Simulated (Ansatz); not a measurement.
# NaCl in the zinc blende structure (space group F-43m, No. 216; a hypothetical phase, not in the database extracts checked)

```yaml
crystal:
  lattice:
    - [0.00000, 3.12696, 3.12696]
    - [3.12696, 0.00000, 3.12696]
    - [3.12696, 3.12696, 0.00000]
  atoms:
    - { symbol: Cl, position: [0.75000, 0.75000, 0.75000] }
    - { symbol: Na, position: [0.00000, 0.00000, 0.00000] }
```

Level of theory: PBE (Ansatz, a quantum-chemistry and plane-wave program; PAW; 420 eV plane waves; no spin-orbit coupling). k-mesh 9×9×9 (Γ-centred); smearing 0.05 eV (Fermi–Dirac).

Volume per atom: 30.57 Å³
Density: 1.59 g/cm³
Band gap: 4.85 eV, direct at Γ
Electron mass: 0.49 mₑ
Lowest conduction-band minima above the VBM: Γ 4.85 eV
Total energy: -1284.710 eV/atom (σ→0; compares only within this code and set-up)

Masses are band curvatures over ±0.01 Å⁻¹ around the edge. Whether these cells are dynamically stable was not tested.
